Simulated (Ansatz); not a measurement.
Consider KF in the rock salt structure (space group Fm-3m, No. 225; a = 5.3183 Å).

Calculations: Kohn–Sham DFT with the r2SCAN functional, run in Ansatz (a first-principles code) with PAW and 500 eV plane waves, scalar-relativistic without spin-orbit coupling.

Base values:

```
Item                      Value
---------------  --------------
Electron mass    0.54 mₑ (at Γ)
Band gap                6.91 eV
Volume per atom        18.80 Å³
Gap character       direct at Γ
```

The change: hydrostatic tension (pressure −2 GPa).

Question: Estimate the effect on the electron mass.

Answer: The electron mass changes from 0.54 mₑ (at Γ) to 0.55 mₑ (at Γ).

Question: What happens to the band gap?

Answer: The band gap falls by 0.35 eV, from 6.91 eV to 6.56 eV.

Question: How does this affect the volume per atom?

Answer: The volume per atom rises by 1.30 Å³ to 20.10 Å³.

Question: What happens to the gap character?

Answer: The gap character is still direct at Γ.

Load acts through the strain it causes; cell and atoms are relaxed under it. Effective masses come from finite differences of ±0.01 Å⁻¹. Stability against distortions was not tested.
